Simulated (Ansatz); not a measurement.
Data:

```
CELL_PARAMETERS angstrom
      0.00000     3.37191     3.16426
      3.37191     0.00000     3.16426
      3.37191     3.37191     0.00000
ATOMIC_POSITIONS crystal
  Sn 0.00000 0.00000 0.00000
  Sn 0.25000 0.25000 0.25000
```

All values below come from r2SCAN with spin-orbit coupling, rigid bands (plane waves, PAW; Ansatz, an electronic-structure program). Condition of this run: biaxial stress in (001) of -1.6 GPa (compression positive) (the target of the relaxation). Geometry: cell and atoms relaxed with PBEsol, then loaded as said.

**Question.** Is this a good metal at this level?

**Answer.** No. No gap is resolved, and few carriers conduct, as in a semimetal or a zero-gap semiconductor. N(E_F) = 0.103 states/eV a cell at 300 K and the Drude plasma energy along the best axis is 1.04 eV, several times under that of a simple or noble metal.
